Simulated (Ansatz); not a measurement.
Functionals compared on the (301) surface of beta tin in its 1x1 cell, outermost plane spacing 0.42 Å in the ideal cut, in Ansatz (plane waves, PAW). The structure was relaxed with PBE; the other rows are single points on it, each with its references at the same level. Cutoff 420 eV (500 eV for r2SCAN).

Slab: 14 atoms, 10.5 Å thick at the start; k 7x7x1, smearing 0.1 eV, dipole-corrected; all atoms relaxed; start symmetry kept, larger cells not searched; no spin, no spin-orbit, no U. These notes are the PBE run's.

| functional | surface energy (J/m²) | work function of the top face (eV) | rough cost of the single point |
|---|---|---|---|
| PBE | 0.38 | 4.02 | – |
| LDA | 0.48 | 4.30 | roughly 3 core-minutes |
| PBEsol | 0.46 | 4.11 | roughly 3 core-minutes |
| RPBE | 0.31 | 3.91 | roughly 4 core-minutes |
| r2SCAN | 0.42 | 4.13 | roughly 6 core-minutes |

Ansatz is a program for electronic structure.
